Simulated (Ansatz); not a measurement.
```
InP
1.0
    0.00000     2.91179     2.91179
    2.91179     0.00000     2.91179
    2.91179     2.91179     0.00000
In P
1 1
Direct
  0.00000   0.00000   0.00000
  0.25000   0.25000   0.25000
```

Computed with PBEsol with spin-orbit coupling, rigid bands (plane waves, PAW; Ansatz, a program for electronic structure). Condition of this run: hydrostatic pressure 2 GPa (the target of the relaxation). Geometry: cell and atoms relaxed with PBEsol, then loaded as said.

Problem. Predict the hole conductivity mass (n e² τ/σ) at 300 K, by direction if it differs.

Solution. 0.54 mₑ.

Problem. Predict the electron conductivity mass (n e² τ/σ) at 300 K, by direction if it differs.

Solution. 0.067 mₑ.

Problem. And the band gap?

Solution. 0.69 eV at this level; semilocal functionals usually fall short of the measured gap.

Rigid bands, one relaxation time for all states, no polarons.
